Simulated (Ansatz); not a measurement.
## MgTe, response to strain

Take MgTe in the wurtzite structure (space group P6_3mc, No. 186) as the base.

```
CELL_PARAMETERS angstrom
      4.60888     0.00000     0.00000
     -2.30444     3.99141     0.00000
      0.00000     0.00000     7.50008
ATOMIC_POSITIONS crystal
  Mg 0.33333 0.66667 0.99978
  Mg 0.66667 0.33333 0.49978
  Te 0.33333 0.66667 0.37622
  Te 0.66667 0.33333 0.87622
```

Cartesian axes are those of the cell as printed.

Strains are applied to the cell and any free atomic positions relax.

Level of theory: Ansatz (a program for electronic structure) PBE, no spin-orbit coupling.

Notes on the quantities. energy relative to the base: free energy F.

| uniaxial strain ε_zz (%) | energy relative to the base (meV/atom) |
|---|---|
| -3 | 5.4 |
| -2.4 | 3.4 |
| -1.8 | 1.9 |
| -1.2 | ? |
| -0.6 | 0.2 |
| 0 | 0.0 |

**Question.** Fit ΔE = Aε² + Bε³ (ε in %) to the rows shown and predict the withheld row.

**Answer.** Least squares on the printed values gives A = 0.560 and B = -0.013 meV/atom (largest residual 0.0 meV/atom); this predicts 0.8 meV/atom, and the run gives 0.8 meV/atom, in agreement.

Whether these cells are dynamically stable was not tested.
